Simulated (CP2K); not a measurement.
Band structure of C3N4 (P-43m, 7 atoms in the cell).

```xyz
7
Lattice="3.4568 0.0000 0.0000 0.0000 3.4568 0.0000 0.0000 0.0000 3.4568" Properties=species:S:1:pos:R:3 pbc="T T T"
C      0.0000     0.0000     1.7284
C      1.7284     0.0000     0.0000
C      0.0000     1.7284     0.0000
N      0.8493     0.8493     2.6075
N      0.8493     2.6075     0.8493
N      2.6075     2.6075     2.6075
N      2.6075     0.8493     0.8493
```

Method: PBEsol, GPW, DZVP-MOLOPT-SR-GTH basis, GTH-PBE potentials (GTH_POTENTIALS) run with CP2K.

Settings: CUTOFF = 400 Ry; REL_CUTOFF = 50 Ry; KPOINTS/SCHEME = MONKHORST-PACK 10 10 10; GAMMA_CENTERED = T; XC_FUNCTIONAL = PBE:PBESOL; C/BASIS_SET = DZVP-MOLOPT-SR-GTH; C/POTENTIAL = GTH-PBE-q4; N/BASIS_SET = DZVP-MOLOPT-SR-GTH; N/POTENTIAL = GTH-PBE-q5; METHOD = GPW; EPS_DEFAULT = 1e-10; EXTRAPOLATION = USE_GUESS; NGRIDS = 4; SCF_GUESS = ATOMIC.

The starting cell comes from a database of computed structures (which also holds hypothetical and non-ambient phases and stackings), without a prior relaxation at this level. Values carry the incompleteness of an atom-centred basis. The potentials were made for another functional than the one used.

Q: Predict the gap along the standard path and the places of the band edges.

A: The gap along the path is 2.41 eV, direct at Γ to within 0.01 eV.

Levels in eV from the top of the valence band on the SCF mesh, bands 13 to 17:
| point | 13 | 14 | 15 | 16 | 17 |
|---|---|---|---|---|---|
| Γ | -6.50 | 0.00 | 0.00 | 0.00 | 2.41 |
| X | -4.16 | -3.80 | -1.38 | -1.38 | 3.04 |
| M | -5.04 | -4.32 | -0.78 | -0.78 | 5.89 |
| R | -5.70 | -0.22 | -0.22 | -0.22 | 5.80 |

Higher empty bands are left out: an atom-centred basis made for the valence describes them poorly.
